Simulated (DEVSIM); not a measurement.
Device: W/SiO2/n-Si capacitor, at 400 K.

Layer 1 from the left is SiO2, thickness (nm) 2.50. Layer 2 from the left is Si, thickness (nm) 1100, Nd (cm⁻³) 2.9e17.

Metal gate on the left, work function 4.6 eV. Fixed charge at the semiconductor interface -7.1e10 cm⁻² (in units of +e); no interface traps.

The device is made up for the run: typed textbook-type constants, with dimensions and the other settings drawn at random. Values at 300 K; Nc and Nv go as T^1.5, mobilities as T to minus their exponent, the gap by Varshni's rule with the affinity fixed.

SiO2: gap (eV) 9, affinity (eV) 0.9, permittivity 3.9. Si: gap (eV) 1.124, affinity (eV) 4.05, permittivity 11.7, Nc (cm⁻³) 2.86e19, Nv (cm⁻³) 3.1e19, Varshni α (eV/K) 0.000473, Varshni β (K) 636.

Problem. Estimate by hand the flat-band voltage, the threshold voltage, and compare with a numerical solution.

Solution. 
- Flat-band voltage: C = 1.38 μF/cm², work-function difference 0.377 V; VFB = φms − qNf/C = 0.39 V; numerical 0.39 V.
- Threshold voltage: φF = 0.374 V, depletion charge √(4εqNφF) = 2.68e-7 C/cm²; VT = VFB − 2φF − Qd/C = -0.56 V; numerical -0.56 V.

Simulated with DEVSIM: 1D Poisson equation in equilibrium, Boltzmann statistics, complete ionisation; no quantum confinement or tunnelling. Metal contacts follow the ideal Schottky-Mott rule: no Fermi-level pinning, no interface dipoles.
